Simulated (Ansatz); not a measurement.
Y2C (R-3m, No. 166), treated with PBEsol in Ansatz (PAW).

Run with plane-wave cutoff 500 eV, 12×12×12 k mesh, Fermi–Dirac smearing 0.05 eV, scalar-relativistic PAW data made under PBE.

Computed at the level's own relaxed cell.

### Question
Predict the equilibrium volume per atom, equilibrium lattice constant a and c axis length.

### Answer

* **equilibrium volume per atom**: 22.31 Å³/atom
* **equilibrium lattice constant a**: 3.563 Å
* **c axis length**: 18.262 Å

The run finds no gap.

Note: the cell has widely spaced layers and the level no dispersion term, so their spacing and the moduli can rest on weak binding.

Computed values are for the static lattice.

Ansatz is a quantum-chemistry and plane-wave program.
